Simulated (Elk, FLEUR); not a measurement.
An Elk input for a self-consistent single point of Al3Cu (P4/mmm, 4 atoms in the cell) (DFT, LDA (PW92), all-electron FP-LAPW, Elk's shipped species files, APW+lo basis with extra local orbitals):

```
tasks
  0

xctype
  3

rgkmax
  8.0

gmaxvr
  16.0

nxlo
  2

lorbcnd
  .true.

lmaxi
  2

stype
  3

swidth
  0.00367493

avec
    5.2892867310    0.0000000000    0.0000000000
    0.0000000000    5.2892867310    0.0000000000
    0.0000000000    0.0000000000   14.3033351476

atoms
  2   : nspecies
  'Al.in'   : spfname
  3   : natoms; atposl, bfcmt below
  0.0000000000  0.0000000000  0.5000000000    0.0 0.0 0.0
  0.5000000000  0.5000000000  0.2261200000    0.0 0.0 0.0
  0.5000000000  0.5000000000  0.7738800000    0.0 0.0 0.0
  'Cu.in'   : spfname
  1   : natoms; atposl, bfcmt below
  0.0000000000  0.0000000000  0.0000000000    0.0 0.0 0.0

ngridk
  15 15 6
```

**Question.** Give the FLEUR input for the same structure, mesh, smearing and functional.

**Answer.** This is the input that was run; spellings and numerical settings could be chosen otherwise.

Input of the input generator:

```
Al3Cu crystal
&input film=f /
1.0000000000 0.0000000000 0.0000000000
0.0000000000 1.0000000000 0.0000000000
0.0000000000 0.0000000000 2.7042086911
5.2892867310
1.0 1.0 1.0

4
13 0.0000000000 0.0000000000 0.5000000000
13 0.5000000000 0.5000000000 0.2261200000
13 0.5000000000 0.5000000000 0.7738800000
29 0.0000000000 0.0000000000 0.0000000000

&comp jspins=1 /
&exco xctyp='vwn' /
&kpt div1=15 div2=15 div3=6 gamma=t /
&end /
```

```xml
<?xml version="1.0" encoding="UTF-8" standalone="no"?>
<fleurInput fleurInputVersion="0.39">
   <comment>
      Al3Cu crystal                                                                                       
   </comment>
   <calculationSetup>
      <cutoffs Kmax="4.4" Gmax="17.6" GmaxXC="17.6" numbands="0"/>
      <scfLoop itmax="100" minDistance="0.00001" maxIterBroyd="99" imix="Anderson" alpha="0.05" precondParam="0.0" spinf="2.0"/>
      <coreElectrons ctail="T" frcor="F" kcrel="0" coretail_lmax="0"/>
      <xcFunctional name="vwn" relativisticCorrections="F"/>
      <magnetism jspins="1"/>
      <soc l_soc="F" theta="0.0" phi="0.0" spav="F"/>
      <expertModes spex="0" secvar="F"/>
      <geometryOptimization l_f="T" forcealpha="1.0" forcemix="BFGS" epsdisp="0.00001" epsforce="0.00001"/>
      <ldaU l_linMix="F" mixParam="0.05" spinf="1.0"/>
   </calculationSetup>
   <cell>
      <bzIntegration valenceElectrons="20.0" mode="hist" fermiSmearingEnergy="0.00367493">
         <kPointListSelection listName="default-1"/>
         <!-- k-points included here -->
         <xi:include xmlns:xi="http://www.w3.org/2001/XInclude" href="kpts.xml"> </xi:include>
      </bzIntegration>
      <!-- symmetry operations included here -->
      <xi:include xmlns:xi="http://www.w3.org/2001/XInclude" href="sym.xml"> </xi:include>
      <bulkLattice scale="1.0">
         <bravaisMatrix>
            <row-1>    5.2892867309999998     0.0000000000000000     0.0000000000000000</row-1>
            <row-2>    0.0000000000000000     5.2892867309999998     0.0000000000000000</row-2>
            <row-3>    0.0000000000000000     0.0000000000000000    14.3033351476901061</row-3>
         </bravaisMatrix>
      </bulkLattice>
   </cell>
   <atomSpecies>
      <species name="Aluminum (Al)" element="Al" atomicNumber="13">
         <mtSphere radius="1.82" gridPoints="629" logIncrement="0.018"/>
         <atomicCutoffs lmax="8" lnonsphr="6"/>
         <electronConfig flipSpins="F">
            <coreConfig>(1s1/2) (2s1/2) (2p1/2) (2p3/2)</coreConfig>
            <valenceConfig>(3s1/2) (3p1/2) (3p3/2)</valenceConfig>
            <stateOccupation state="(3p1/2)" spinUp="0.1666666666667" spinDown="0.1666666666667"/>
            <stateOccupation state="(3p3/2)" spinUp="0.3333333333333" spinDown="0.3333333333333"/>
         </electronConfig>
         <energyParameters s="3" p="3" d="3" f="4"/>
      </species>
      <species name="Copper (Cu)" element="Cu" atomicNumber="29">
         <mtSphere radius="2.47" gridPoints="853" logIncrement="0.015"/>
         <atomicCutoffs lmax="10" lnonsphr="8"/>
         <electronConfig flipSpins="F">
            <coreConfig>(1s1/2) (2s1/2) (2p1/2) (2p3/2) (3s1/2) (3p1/2) (3p3/2)</coreConfig>
            <valenceConfig>(4s1/2) (3d3/2) (3d5/2)</valenceConfig>
            <stateOccupation state="(4s1/2)" spinUp="0.5" spinDown="0.5"/>
         </electronConfig>
         <energyParameters s="4" p="4" d="3" f="4"/>
         <lo type="HELO" l="2" n="4" eDeriv="0"/>
      </species>
   </atomSpecies>
   <atomGroups>
      <atomGroup species="Aluminum (Al)">
         <relPos label="                   1">.0000000000 .0000000000 1.000/2.000</relPos>
         <force calculate="T" relaxXYZ="TTT"/>
      </atomGroup>
      <atomGroup species="Aluminum (Al)">
         <relPos label="                   2">1.000/2.000 1.000/2.000 .2261200000</relPos>
         <relPos label="                   3">1.000/2.000 1.000/2.000 -.2261200000</relPos>
         <force calculate="T" relaxXYZ="TTT"/>
      </atomGroup>
      <atomGroup species="Copper (Cu)">
         <relPos label="                   4">.0000000000 .0000000000 .0000000000</relPos>
         <force calculate="T" relaxXYZ="TTT"/>
      </atomGroup>
   </atomGroups>
   <output dos="F" band="F" slice="F">
      <checks vchk="F" cdinf="F"/>
      <bandDOS minEnergy="-.5*Htr" maxEnergy="0.5*Htr" sigma="0.015" storeEVData="T"/>
      <vacuumDOS vacdos="F" integ="F" star="F" nstars="0" locx1="0.0" locy1="0.0" locx2="0.0" locy2="0.0" nstm="0" tworkf="0.0"/>
      <unfoldingBand unfoldBand="F" supercellX="1" supercellY="1" supercellZ="1"/>
      <plotting iplot="0" polar="F">
         <plot TwoD="T" vec1="  1.0  0.0  0.0" vec2="  0.0  1.0  0.0" vec3="  0.0  0.0  1.0" zero="  0.0  0.0  0.0" file="plot"/>
      </plotting>
      <chargeDensitySlicing numkpt="0" minEigenval="0.0" maxEigenval="0.0" nnne="0" pallst="F"/>
      <specialOutput eonly="F"/>
      <magneticCircularDichroism mcd="F" energyLo="-10.0" energyUp="0.0"/>
   </output>
  <!-- We include the file relax.xml here to enable relaxations (see documentation) -->
  <xi:include xmlns:xi="http://www.w3.org/2001/XInclude" href="relax.xml"> <xi:fallback/> </xi:include>
</fleurInput>
```

Basis, cutoffs, solver keys and any potentials are the target program's own. This input uses DFT, LDA (Vosko-Wilk-Nusair), all-electron FLAPW (FLEUR), scalar-relativistic valence. LDA parametrisations can differ slightly between programs.

The starting cell comes from a database of computed structures (which also holds hypothetical and non-ambient phases and stackings), without a prior relaxation at this level. Its lattice was rescaled by a random factor within 2.5 % of one.
